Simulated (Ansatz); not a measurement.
SnO: energy against strain

SnO (litharge, P4/nmm, 17.516 Å³/atom at rest, c along z) under an equal strain ε in the (001) plane with the normal axis free, as in a coherent film. PBE-D3(BJ) in Ansatz, a plane-wave DFT program (PAW, default set), 420 eV, 12×12×10 Γ-centred mesh, Fermi-Dirac smearing 0.05 eV; ions are relaxed within the symmetry of each cell.

Here s stands for strain and y for E less E0.

| strain (%) | E less E0 (meV/atom) |
|---|---|
| -3.00 | ? |
| -1.20 | 2.77 |
| -0.60 | 0.70 |
| 0.00 | 0.00 |
| 0.60 | 0.61 |
| 1.20 | 2.48 |

### Question
Fit y against s with a parabola, and predict the withheld value at s = -3.00.

### Answer
Least squares gives y = -0.001 - 0.1117·s + 1.8234·s². Residuals (row less fit): 0.011, -0.022, 0.001, 0.022, -0.011; standard error 0.025 (degrees of freedom: 2). Twice the quadratic coefficient over the volume, 2 × 1.8234 meV × 10⁴ × 0.1602 / 17.516 Å³, is twice the biaxial elastic modulus of this plane = 334 ± 3 GPa. At the withheld row, y = -0.001 - 0.1117 × (-3.0) + 1.8234 × (-3.0)² = 16.745 meV/atom. The calculation gives 17.54 meV/atom, 0.795 meV/atom above the prediction (4.5 % of the range of y in the table). The row lies outside the fitted rows, so this is an extrapolation. From the scatter of the fitted rows alone, a prediction at this place has a standard error of 0.159 meV/atom, so the miss is 5.0 times that.

One order more, fitted to all 11 runs of the series, follows each within 0.02, so the miss is the next term of a smooth law. This level leaves no gap over 0.05 eV at strain -3.00, -1.20, -0.60, 0.00, where the mesh may be coarse. Rows are the converged runs of the series near zero and its far end; series whose fitted rows scatter by over a few per cent of the range, as at a crossing or softening among them, aren't shown in this form. Most that stay on the fit to the last digits aren't either.
